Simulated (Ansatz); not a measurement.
Checking a run of Ansatz (a quantum-chemistry and plane-wave program) on Hf2Sb3Te (Cm, 6 atoms in the cell). The aim is a self-consistent single point with DFT, r2SCAN, plane waves, default PAW files made with PBE.

Cell that was meant: a = 5.6420 Å, b = 5.6420 Å, c = 8.7512 Å, α = 117.32°, β = 117.32°, γ = 38.20°.

Part of the input:

Ansatz 0.2 input:
```yaml
  pseudopotentials: { kind: paw }
scf:
  occupations: { method: methfessel_paxton, width: 0.1 }
  convergence: { dr2_threshold: 1.0e-01 eV }
output:
  forces: true
  eigenvalues: true
```

Log, with long lists cut:

```
WARN basis.ecutwfc = 500 eV, the default
   [... lines left out ...]
PAW frozen core: Te, regenerated for the run's functional
Initial density: superposition of atomic densities (neutral atoms: chi_scale 0, normalization atom), corrected by the library's trained network
Initial wavefunctions: pseudopotential atomic-orbital guess
Eigensolver: davidson
Functional: x = r2scan, c = r2scan; τ floored in thin density (d = 2e-4 eV/Å³)
SCF iter   1: F=—  HF=-57961.651626 eV  |F-HF|=—  |Δ(HF+E_count)|=         —  Δρ=6.45e-3  dr2=4.79e-2  dr2_τ=6.23e-2  ethr=1.77e-3  ⟨swp⟩=6.3  Hψ=4364  notcnv=0  defer=1
all-band conjugate gradients solve this SCF's bands
preconditioner: auto → Kerker (q_TF=auto, 2.601 Å⁻¹)
SCF iter   2: F=-57961.715558 eV  HF=-57961.732371 eV  |F-HF|=1.68e-2  |Δ(HF+E_count)|=   8.07e-2  S|Δr|=    0.00e0  Δρ=3.92e-3  dr2=3.17e-2  dr2_τ=1.83e-3  ethr=4.24e-5  ⟨swp⟩=10.4  Hψ=8594  notcnv=0
WARN: F and its Harris–Foulkes estimate disagree by 1.68e-2 eV at the final density (on a DFT+U run the figure also counts the on-site term, by absolute value) …
solved again in the potential of the output density, not every published eigenvalue holds within its bar: 1195 eigenvalues moved, the lowest at band 0 …
SCF 1 converged in 2 iterations: F = -57961.715558 eV  dr2 = 3.17e-2
Stability not checked (fill_not_monotonic)
Free energy (F): -57961.715558 eV
Internal energy: -57961.711754 eV  (E = F + TS)
E sigma→0 (E₀):  -57961.714607 eV
Entropy (-TS):   -0.003804 eV (-0.634 meV/atom)
Fermi energy:    13.960314 eV
--- Forces (eV/Å), atoms counted from 1 ---
  atom   1  Hf     0.00066292     0.00000000    -0.06188296
  atom   2  Hf     0.09398889     0.00000000     0.05343585
  atom   3  Sb    -0.10790479     0.00000000    -0.06719655
   [... lines left out ...]
  atom   6  Te     0.10008457     0.00000000    -0.13885148
--- Stress (GPa, compression-positive) ---
       -1.478893      -0.000000       0.178441
       -0.000000       0.474006      -0.000000
        0.178518      -0.000000      -1.182759
  P = ⅓ Tr σ = -0.7292 GPa (-7.292 kbar)
  The stress holds the Pulay correction. Without it, at fixed plane waves, as pw.x and ABINIT print it: P = -0.7443 GPa
```

Is anything amiss in this input, and did it matter?

The run is not sound. The fault is a convergence threshold that is too loose. A loop that stops early leaves an energy error of second order in the density error, but errors of first order in forces and stress. To fix it, tighten the threshold. The run converged in 2 iterations without an error; against the sound input the free energy goes up by 3.1 meV/atom, the pressure goes from -1.07 to -0.73 GPa and the largest force hardly changes (0.230 to 0.227 eV/Å).

An input that runs soundly differs in these lines (not the only fix; some lines may just follow from the change or write a value another way):
```diff
-  convergence: { dr2_threshold: 1.0e-01 eV }
```

With that input, the run converged in 10 iterations: free energy E − TS (on the zero of these files) -57961.7340 eV; Fermi level (on the code's own zero) 13.94 eV; pressure -1.07 GPa; largest force (vector length) 0.230 eV/Å (DFT, r2SCAN, plane waves, default PAW files made with PBE).

On the sound input: the starting cell comes from a database of computed structures (which also holds hypothetical and non-ambient phases and stackings), without a prior relaxation at this level. Ansatz's pressure includes its estimate of the finite-basis (Pulay) stress. Without a gap this mesh is coarse (it stands for a supercell whose shortest vector is 18 Å).
